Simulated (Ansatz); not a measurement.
An Ansatz (a program for electronic structure) run: TiSi2 with a change (biaxial strain +4.91 %, plane normal [001], relaxed out of plane); DFT with PBE, PAW potentials and a 420 eV plane-wave cutoff in Ansatz, no spin-orbit coupling, earlier PAW set.

Input:

Ansatz 0.2 input:
```yaml
crystal:
  lattice:
    - [5.0150748893, 0, 0]
    - [-2.4803521893, 4.3587646372, 0]
    - [1.26736135, 2.1793823186, 4.1772722013]
  atoms:
    - { symbol: Si, position: [0.6630129539, 0.3369870461, 0] }
    - { symbol: Si, position: [0.3369870461, 0.6630129539, 0] }
    - { symbol: Si, position: [0.0869870461, 0.9130129539, 0.5] }
    - { symbol: Si, position: [0.4130129539, 0.5869870461, 0.5] }
    - { symbol: Ti, position: [0, 0, 0] }
    - { symbol: Ti, position: [0.75, 0.25, 0.5] }
basis: { ecutwfc: 420, ecutrho_ratio: 4, xc_grid: 2, fft_grid_basis: typed }
kpoints: { mp_grid: { grid: [13, 13, 13] } }
hamiltonian:
  xc: pbe
  dispersion: none
  pseudopotentials: { azcp: { folder: ./paw }, kind: paw }
scf: { occupations: { method: fermi_dirac, width: 0.05 } }
relax: { f_tol: 0.005, max_steps: 50, cell: { stress_tol: 0.01, fix: [a, b, gamma] } }
output: { forces: true, stress: true }
checkpoint: { write: state.ck, write_every: 1000 }
```

Output (explanatory and most iteration lines left out):

```
Relaxation: its limit of steps is 50 (relax.max_steps)
Pseudopotential: Si, paw, valence charge 4
Pseudopotential: Ti, paw, valence charge 12
Crystal: 6 atoms, lattice volume = 91.313 Å³
Basis set: ecut = 420 eV, 1787 PW (Γ), exchange–correlation on 72×72×72 points (8 copies of the dense FFT grid, shifted against one another)
Bands: 26, of which v1, the nominal top of the filled ones, is band 20 counted from 1 (19 counted from 0)
Symmetry: 8 space group operations
Space group: Fddd (ITA 70), of the structure as read, at distance tolerance 4.5e-5 Å
k-points: 343 of 2197
Functional: x = pbe(κ = 0.804, μ = 0.2195149727645171), c = pbe(β = 0.06672455060314922)
SCF iter   1: F=—  HF=-7546.224344 eV  |F-HF|=—  |Δ(HF+E_count)|=         —  Δρ=3.76e-2  dr2=2.24e0  ethr=3.10e-3  ⟨swp⟩=6.3  Hψ=41843  notcnv=0  defer=7
SCF iter   2: F=—  HF=-7545.809109 eV  |F-HF|=—  |Δ(HF+E_count)|=   4.15e-1  Δρ=2.29e-2  dr2=7.45e-1  ethr=3.10e-3  ⟨swp⟩=1.5  Hψ=11890  notcnv=0  defer=24
SCF 1 converged in 7 iterations: F = -7545.574963 eV  dr2 = 3.95e-8
relax step   1: F+E_penalty+E_count = -7545.57496292 eV  Δ(F+E_penalty+E_count) = +0.000e0 eV  max|allowed force component| = 7.049e-2 eV/Å  Δτ_max = 0.0000 Å  P = -6.134 GPa  Ω = 91.313 Å³  fix = [a, b, gamma]  reactions: a -11.412, b -11.412 GPa; gamma +6.060 GPa/rad  (7 SCF iters, dr2 threshold 1.00e-7 eV, accepted)
[... steps on the carried basis left out ...]
relax step   5: F+E_penalty+E_count = -7545.59192010 eV  Δ(F+E_penalty+E_count) = +2.905e-7 eV  max|allowed force component| = 3.568e-6 eV/Å  Δτ_max = 0.0001 Å  P = -7.882 GPa  Ω = 92.351 Å³  energy of the carried Pulay correction = -1.558e-4 eV  fix = [a, b, gamma]  reactions: a -11.824, b -11.824 GPa; gamma +6.507 GPa/rad  (7 SCF iters, dr2 threshold 1.81e-9 eV, accepted)
Crystal: 6 atoms, lattice volume = 92.351 Å³
SCF iter   1: F=—  HF=-7545.592087 eV  |F-HF|=—  |Δ(HF+E_count)|=         —  Δρ=3.43e-5  dr2=3.99e-8  ethr=2.02e-7  ⟨swp⟩=3.0  Hψ=65486  notcnv=0
SCF iter   2: F=—  HF=-7545.592077 eV  |F-HF|=—  |Δ(HF+E_count)|=   9.88e-6  Δρ=1.76e-5  dr2=1.54e-8  ethr=9.98e-11  ⟨swp⟩=2.0  Hψ=15702  notcnv=0
SCF 6 converged in 6 iterations: F = -7545.592077 eV  dr2 = 6.69e-14
SCF converged after 6 iterations
Free energy (F): -7545.592077 eV
Internal energy: -7545.574535 eV  (E = F + TS)
E sigma→0 (E₀):  -7545.583306 eV
Entropy (-TS):   -0.017543 eV (-2.924 meV/atom)
Fermi energy:    11.208781 eV
--- Forces (eV/Å), atoms counted from 1 ---
  atom   1  Si     0.00000853    -0.00000496     0.00000000
  atom   2  Si    -0.00000853     0.00000496    -0.00000000
  atom   3  Si    -0.00000853     0.00000496    -0.00000000
  atom   4  Si     0.00000853    -0.00000496     0.00000000
  atom   5  Ti     0.00000000     0.00000000    -0.00000000
  atom   6  Ti    -0.00000000    -0.00000000     0.00000000
--- Stress (GPa, compression-positive) ---
      -11.921373       0.167042      -0.000000
        0.167042     -11.731263       0.000000
       -0.000000       0.000000      -0.001713
  P = ⅓ Tr σ = -7.8848 GPa (-78.848 kbar)
--- Relaxed structure (5 steps of the walk, 5 accepted, 1 SCFs on fresh bases) ---
  cell:  # Å, volume = 92.3512 Å³
    - [5.01507488930913, 5.195189533940361e-12, -1.5822564109657152e-18]
    - [-2.4803521893, 4.358764637189496, 5.5957179685772025e-18]
    - [1.2673613500045648, 2.1793823185973458, 4.224755619904349]
  atoms:
    - { symbol: Si, position: [0.6651219534089394, 0.33487804659106063, 1.8323929607176758e-19] }
    - { symbol: Si, position: [0.3348780465910607, 0.6651219534089394, -1.832392960717595e-19] }
    - { symbol: Si, position: [0.08487804659106069, 0.9151219534089396, 0.5] }
    - { symbol: Si, position: [0.41512195340893954, 0.5848780465910606, 0.5] }
    - { symbol: Ti, position: [-3.690659999446182e-20, -7.462221037821246e-20, -7.647661299778672e-33] }
    - { symbol: Ti, position: [0.7500000000000002, 0.25, 0.5] }
```

Without a gap, meshes like the base's 13×13×13 leave anisotropic stresses uncertain by several tenths of a GPa, and small strain energies with them. No phonon test of stability was made. All final runs are without spin polarisation. The cell was made from TiSi₂ (space group Fddd, No. 70) by this change: biaxial strain +4.91 %, plane normal [001], relaxed out of plane.
